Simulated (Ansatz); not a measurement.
Defect: Ge-vacancy pair (Ge on one host B site, one B site vacant) in zinc-blende BN, charge state -2. The step: one B atom jumps into the vacancy from a nearby B site (Ge-vacancy distance between ideal sites 2.56 → 4.44 Å); the atom moves 2.44 Å along (0.48, 0.01, -0.47) of the unit cell; the moving atom starts with neighbours N at 1.47, 3 N at 1.60 Å and ends with N at 1.45, N at 1.57, N at 1.60, N at 1.62 Å. A PBE band in Ansatz (plane-wave PAW, a 2×2×2 k-point mesh shifted by half a step, 64 host sites, 57 SCF runs with any check of the saddle's order, static, no finite-size correction) gives a forward barrier of 3.46 eV. The saddle point's order was not checked. The charge state is imposed; whether it is stable for some Fermi level was not computed. Forms of the defect that were not tried may lie lower.

Single points at the band's start and saddle point can refine it. Rough cost of one point, in units of the band's mean SCF on the same machine:

```
Level                                                          Cost of one point
-------------------------------------------------------------  -----------------
PBE, a 3×3×3 k-point mesh shifted by half a step                         about 5
r2SCAN at 500 eV, a 2×2×2 k-point mesh shifted by half a step            about 3
```

### Question
Which of these move the barrier by more than 0.1 eV, and how far does each move it?

### Answer
PBE, a 3×3×3 k-point mesh shifted by half a step: 0.00 eV; r2SCAN at 500 eV, a 2×2×2 k-point mesh shifted by half a step: +0.20 eV. Each functional is compared with PBE at the same k-points.

Ansatz is an electronic-structure program.
